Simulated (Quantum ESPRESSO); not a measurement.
Checking a run of Quantum ESPRESSO on Y5Sn3 (P6_3/mcm, 16 atoms in the cell). The aim is a self-consistent single point with DFT, PBEsol, plane waves, GBRV 1.5 ultrasoft (PBESOL) pseudopotentials.

Cell that was meant: a = 8.9020 Å, b = 8.9020 Å, c = 6.5360 Å, α = 90.00°, β = 90.00°, γ = 120.00°.

Part of the input:

```fortran
  occupations = 'smearing',
  smearing = 'marzari-vanderbilt',
  degauss = 0.0099958,
  nbnd = 97,
/
&electrons
  conv_thr = 1.0d-9,
```

Output, abridged:

```
     Message from routine setup:
     using ibrav=0 with symmetry is DISCOURAGED, use correct ibrav instead
     G-vector sticks info
   [... lines left out ...]
        k(    7) = (   0.3333333   0.5773503   0.0000000), wk =   0.1111111
        k(    8) = (   0.3333333   0.5773503   0.3404988), wk =   0.2222222
        k(    9) = (   0.3333333   0.5773503  -0.6809975), wk =   0.1111111

     Dense  grid:   292643 G-vectors     FFT dimensions: (  96,  96,  72)

     Smooth grid:   103291 G-vectors     FFT dimensions: (  72,  72,  50)

     Initial potential from superposition of free atoms

     starting charge     187.9585, renormalised to     194.0000
     Self-consistent Calculation

     iteration #  1     ecut=    40.00 Ry     beta= 0.30

     total energy              =   -1880.68552345 Ry
     estimated scf accuracy    <       2.99364165 Ry

     iteration #  2     ecut=    40.00 Ry     beta= 0.30

     total energy              =   -1880.93573342 Ry
     estimated scf accuracy    <       1.15708243 Ry

     iteration #  3     ecut=    40.00 Ry     beta= 0.30

     total energy              =   -1880.85471941 Ry
     estimated scf accuracy    <       0.30548330 Ry

   [... 23 blocks of this kind left out ...]

     iteration # 27     ecut=    40.00 Ry     beta= 0.30
     c_bands:  1 eigenvalues not converged
     c_bands:  1 eigenvalues not converged

     total energy              =   -1880.97170432 Ry
     estimated scf accuracy    <       0.00000001 Ry

     iteration # 28     ecut=    40.00 Ry     beta= 0.30
     c_bands:  1 eigenvalues not converged
     End of self-consistent calculation

     the Fermi energy is    11.7504 ev

!    total energy              =   -1880.97170432 Ry
     estimated scf accuracy    <          2.7E-10 Ry
     smearing contrib. (-TS)   =       0.00000000 Ry
     internal energy E=F+TS    =   -1880.97170432 Ry

     convergence has been achieved in  28 iterations

     Forces acting on atoms (cartesian axes, Ry/au):

     atom    1 type  1   force =    -0.00389655   -0.00000000    0.00000000
     atom    2 type  1   force =    -0.00194828   -0.00337452    0.00000000
     atom    3 type  1   force =     0.00194828   -0.00337452    0.00000000
     atom    4 type  1   force =     0.00389655    0.00000000   -0.00000000
   [... lines left out ...]

     Total force =     0.027878     Total SCF correction =     0.000023

          total   stress  (Ry/bohr**3)                   (kbar)     P=       -7.47
  -0.00003793   0.00000000   0.00000000           -5.58        0.00        0.00
   0.00000000  -0.00003793   0.00000000            0.00       -5.58        0.00
   0.00000000   0.00000000  -0.00007647            0.00        0.00      -11.25

   JOB DONE.
```

### Question
Is anything amiss in this input, and did it matter?

### Answer
The run is not sound. The fault is too few bands. The band count has to hold all valence electrons, and a smeared run needs empty bands on top for the tail of the occupations. To fix it, raise the band count or leave it to the default. The run converged in 28 iterations without an error; against the sound input the free energy goes up by 7.1 meV/atom, the pressure moves little (-0.80 to -0.75 GPa) and the largest force goes from 0.369 to 0.275 eV/Å.

The sound input it was made from differs as follows (other fixes are possible):
```diff
-  nbnd = 97,
```

With that input, the run converged in 17 iterations: free energy E − TS -25592.0379 eV; Fermi level (on the code's own zero) 10.85 eV; pressure -0.80 GPa; largest force (vector length) 0.369 eV/Å (DFT, PBEsol, plane waves, GBRV 1.5 ultrasoft (PBESOL) pseudopotentials).

On the sound input: the starting cell comes from a database of published, mostly measured structures (it also holds non-ambient and calculated ones), without a prior relaxation at this level.
